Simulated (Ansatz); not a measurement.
The starting structures come from a database of crystals and need not be the phases stable at ambient conditions.

 Where the default PAW files enter, the runs use the earlier of Ansatz's two default sets.

By PBEsol, the system below comes out a metal.

Without scattering a metal conducts by its projected Fermi surface.

```yaml
crystal:
  lattice:
    - [2.79483, 0.00000, 0.00000]
    - [-1.39742, 3.64088, 0.00000]
    - [1.39742, 0.00000, 3.64088]
  atoms:
    - { symbol: Ge, position: [0.25000, 0.50000, 0.50000] }
    - { symbol: Ge, position: [0.50000, 0.00000, 0.00000] }
```

Space group of this cell: I4_1/amd. The cell is taken as given; by PBEsol its mean pressure is -0.8 GPa.

The current flows along the normal of the first two printed cell vectors, the (110) plane of the conventional cell. No spin-orbit coupling; the value is a mean over 0.1 eV about the Fermi level.

### Question
State the ballistic conductance per area according to PBEsol (Ansatz, an electronic-structure program).

### Answer
1.2 × 10¹⁵ S/m² for both spins.
